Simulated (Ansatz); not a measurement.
Faces of bcc V in 1x1 cells, as slabs relaxed from ideal cuts; for each face the lowest of the symmetric, stoichiometric cuts and spin starts that were computed. The slabs keep the symmetry of their cuts; real faces may buckle, or reconstruct in larger cells. No spin-orbit coupling, no Hubbard U.

Method: PBE (plane waves to 420 eV, PAW; Ansatz, a program for electronic structure).

| face | cell area (Å²) | outermost plane spacing of the ideal cut (Å) | γ unrelaxed (J/m²) | γ relaxed (J/m²) | work function, top face (eV) |
|---|---|---|---|---|---|
| (100) | 8.98 | 1.50 | 2.59 | 2.41 | 3.75 |
| (110) | 6.35 | 2.12 | 2.50 | 2.44 | 4.73 |
| (111) | 15.56 | 0.87 | 3.00 | 2.71 | 3.82 |
| (210) | 20.09 | 0.67 | 2.71 | 2.52 | 4.07 |
| (211) | 11.00 | 1.22 | 2.88 | 2.71 | … |
| (221) | 26.95 | 0.50 | 2.87 | … | 4.04 |
| (320) | 32.39 | 0.42 | 2.65 | 2.51 | … |

**Question.** Fill in the missing entries.

**Answer.** 
- (211), work function, top face (eV): 3.91
- (221), γ relaxed (J/m²): 2.67
- (320), work function, top face (eV): 4.32
